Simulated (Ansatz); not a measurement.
Where the default PAW files enter, the runs use the earlier of Ansatz's two default sets.

Inside the gap of an insulator the Bloch states are evanescent, with a wavenumber k + iκ along the transport direction.

Consider the following.

```
InSe
1.0
    4.03251     0.00000     0.00000
   -2.01626    17.11877     0.12394
    2.01626     0.68764     3.42389
In Se
4 4
Direct
  0.99998   0.66665   0.66668
  0.00002   0.33335   0.33332
  0.83332   0.16665   0.50002
  0.16668   0.83335   0.49998
  0.74344   0.41011   0.92323
  0.25656   0.58989   0.07677
  0.57677   0.91011   0.75656
  0.42323   0.08989   0.24344
```

Space group of this cell: P6_3/mmc. The cell was relaxed by PBE-D3(BJ).

Transport runs along the normal of the first two printed cell vectors, the (101) plane of the conventional cell.

The gap is the functional's own. No spin-orbit coupling. Mid-gap values are interpolated on the energy grid.

**Question.** Compute, with r2SCAN run with Ansatz (an electronic-structure program), the band gap and the smallest decay constant κ at mid-gap.

**Answer.** Gap 0.79 eV on a 10×10×10 mesh; κ = 0.101 1/Å, at the zone centre.
